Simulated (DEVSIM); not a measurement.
System: Au/Al2O3/SiO2/p-Si capacitor, at 300 K.

```csv
layer (left to right),material,thickness (nm),Na (cm⁻³)
1,Al2O3,11.0,-
2,SiO2,0.790,-
3,Si,920,3.9e17
```

Metal gate on the left, work function 5.1 eV. Fixed charge at the semiconductor interface -1.9e10 cm⁻² (in units of +e); no interface traps.

The device is made up for the run: typed textbook-type constants, with dimensions and the other settings drawn at random. Values at 300 K.

```tsv
parameter	Al2O3	SiO2	Si
gap (eV)	6.8	9	1.124
affinity (eV)	1.35	0.9	4.05
permittivity	9	3.9	11.7
Nc (cm⁻³)	-	-	2.86e19
Nv (cm⁻³)	-	-	3.1e19
```

DEVSIM, 1D Poisson equation in equilibrium, Boltzmann statistics, complete ionisation; no quantum confinement or tunnelling. Metal contacts follow the ideal Schottky-Mott rule: no Fermi-level pinning, no interface dipoles.

Tabulate band edges, carrier densities and field at 0.9 V on the gate.

Energies count from the Fermi level of the right contact; mesh points crowd at the junctions.

```json
[
 {"x (μm)": "0.000", "Ec (eV)": "2.850", "Ev (eV)": "-3.950", "n (cm⁻³)": "< 1e2", "p (cm⁻³)": "< 1e2", "field (V/cm)": "300000"},
 {"x (μm)": "0.001180", "Ec (eV)": "2.886", "Ev (eV)": "-3.914", "n (cm⁻³)": "< 1e2", "p (cm⁻³)": "< 1e2", "field (V/cm)": "300000"},
 {"x (μm)": "0.003299", "Ec (eV)": "2.951", "Ev (eV)": "-3.849", "n (cm⁻³)": "< 1e2", "p (cm⁻³)": "< 1e2", "field (V/cm)": "300000"},
 {"x (μm)": "0.006687", "Ec (eV)": "3.054", "Ev (eV)": "-3.746", "n (cm⁻³)": "< 1e2", "p (cm⁻³)": "< 1e2", "field (V/cm)": "300000"},
 {"x (μm)": "0.009803", "Ec (eV)": "3.149", "Ev (eV)": "-3.651", "n (cm⁻³)": "< 1e2", "p (cm⁻³)": "< 1e2", "field (V/cm)": "300000"},
 {"x (μm)": "0.01099", "Ec (eV)": "3.185", "Ev (eV)": "-3.615", "n (cm⁻³)": "< 1e2", "p (cm⁻³)": "< 1e2", "field (V/cm)": "470000"},
 {"x (μm)": "0.01145", "Ec (eV)": "3.667", "Ev (eV)": "-5.333", "n (cm⁻³)": "< 1e2", "p (cm⁻³)": "< 1e2", "field (V/cm)": "700000"},
 {"x (μm)": "0.01269", "Ec (eV)": "0.561", "Ev (eV)": "-0.563", "n (cm⁻³)": "1.1e10", "p (cm⁻³)": "1.1e10", "field (V/cm)": "230000"},
 {"x (μm)": "0.01498", "Ec (eV)": "0.611", "Ev (eV)": "-0.513", "n (cm⁻³)": "1.5e9", "p (cm⁻³)": "7.6e10", "field (V/cm)": "210000"},
 {"x (μm)": "0.01978", "Ec (eV)": "0.706", "Ev (eV)": "-0.418", "n (cm⁻³)": "3.9e7", "p (cm⁻³)": "3.0e12", "field (V/cm)": "180000"},
 {"x (μm)": "0.02988", "Ec (eV)": "0.861", "Ev (eV)": "-0.263", "n (cm⁻³)": "99000", "p (cm⁻³)": "1.2e15", "field (V/cm)": "120000"},
 {"x (μm)": "0.06196", "Ec (eV)": "1.008", "Ev (eV)": "-0.116", "n (cm⁻³)": "330", "p (cm⁻³)": "3.5e17", "field (V/cm)": "4200"},
 {"x (μm)": "0.1186", "Ec (eV)": "1.011", "Ev (eV)": "-0.113", "n (cm⁻³)": "300", "p (cm⁻³)": "3.9e17", "field (V/cm)": "≈ 0"},
 {"x (μm)": "0.2379", "Ec (eV)": "1.011", "Ev (eV)": "-0.113", "n (cm⁻³)": "300", "p (cm⁻³)": "3.9e17", "field (V/cm)": "≈ 0"},
 {"x (μm)": "0.5811", "Ec (eV)": "1.011", "Ev (eV)": "-0.113", "n (cm⁻³)": "300", "p (cm⁻³)": "3.9e17", "field (V/cm)": "≈ 0"},
 {"x (μm)": "0.7657", "Ec (eV)": "1.011", "Ev (eV)": "-0.113", "n (cm⁻³)": "300", "p (cm⁻³)": "3.9e17", "field (V/cm)": "≈ 0"},
 {"x (μm)": "0.8535", "Ec (eV)": "1.011", "Ev (eV)": "-0.113", "n (cm⁻³)": "300", "p (cm⁻³)": "3.9e17", "field (V/cm)": "≈ 0"},
 {"x (μm)": "0.8952", "Ec (eV)": "1.011", "Ev (eV)": "-0.113", "n (cm⁻³)": "300", "p (cm⁻³)": "3.9e17", "field (V/cm)": "≈ 0"},
 {"x (μm)": "0.9193", "Ec (eV)": "1.011", "Ev (eV)": "-0.113", "n (cm⁻³)": "300", "p (cm⁻³)": "3.9e17", "field (V/cm)": "≈ 0"},
 {"x (μm)": "0.9264", "Ec (eV)": "1.011", "Ev (eV)": "-0.113", "n (cm⁻³)": "300", "p (cm⁻³)": "3.9e17", "field (V/cm)": "≈ 0"},
 {"x (μm)": "0.9299", "Ec (eV)": "1.011", "Ev (eV)": "-0.113", "n (cm⁻³)": "300", "p (cm⁻³)": "3.9e17", "field (V/cm)": "≈ 0"},
 {"x (μm)": "0.9318", "Ec (eV)": "1.011", "Ev (eV)": "-0.113", "n (cm⁻³)": "300", "p (cm⁻³)": "3.9e17", "field (V/cm)": "≈ 0"}
]
```
